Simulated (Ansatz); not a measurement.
Consider F-vacancy pair (F on one host O site, one O site vacant) in monoclinic ZrO2, charge state +3. Computed with PBE, PAW (plane waves to 420 eV; Ansatz, a first-principles code).

96-site cell at the relaxed PBE lattice, the Γ point alone, smearing 0.01 eV, spin-restricted, no finite-size correction. Static, classical nuclei. The charge state is imposed; whether it is stable for some Fermi level was not computed. Forms of the defect that were not tried may lie lower.

Barriers: single points on a 2×2×2 k-point mesh shifted by half a step at the bands' geometries.

The step: direct exchange of F with the vacancy (F-vacancy distance between ideal sites 2.60 Å throughout). Atoms about the jump, Cartesian Å from the middle of the jump, before and after:

| atom | x0 | y0 | z0 | x1 | y1 | z1 |
|---|---|---|---|---|---|---|
| F1 | 0.41 | 0.79 | -0.67 | -0.41 | -0.79 | 0.67 |
| Zr2 | -1.40 | -0.21 | -1.29 | -1.49 | -0.31 | -1.24 |
| Zr3 | 1.49 | 0.31 | 1.24 | 1.40 | 0.21 | 1.29 |
| O4 | -0.04 | -1.64 | -1.78 | -0.02 | -1.55 | -1.85 |
| O5 | 0.02 | 1.55 | 1.85 | 0.04 | 1.64 | 1.78 |
| O6 | 2.32 | -1.28 | -0.10 | 2.30 | -1.30 | -0.10 |
| O7 | -2.30 | 1.30 | 0.10 | -2.32 | 1.28 | 0.10 |
| O8 | -2.54 | -1.37 | -0.02 | -2.80 | -1.41 | -0.11 |
| O9 | 2.80 | 1.41 | 0.11 | 2.54 | 1.37 | 0.02 |

Q: Give the saddle-point geometry and the barrier.

A: 
```json
[
 {"atom": "F1", "x": "0.00", "y": "0.00", "z": "0.00"},
 {"atom": "Zr2", "x": "-1.51", "y": "-0.28", "z": "-1.32"},
 {"atom": "Zr3", "x": "1.51", "y": "0.28", "z": "1.31"},
 {"atom": "O4", "x": "-0.09", "y": "-1.66", "z": "-1.89"},
 {"atom": "O5", "x": "0.08", "y": "1.66", "z": "1.88"},
 {"atom": "O6", "x": "2.34", "y": "-1.31", "z": "-0.09"},
 {"atom": "O7", "x": "-2.35", "y": "1.31", "z": "0.09"},
 {"atom": "O8", "x": "-2.67", "y": "-1.40", "z": "-0.06"},
 {"atom": "O9", "x": "2.67", "y": "1.40", "z": "0.06"}
]
```
It lies 0.48 eV above the start and 0.48 eV above the end. The saddle point's order was not checked, and it lies on a symmetry element of the cell, where a band can be held.
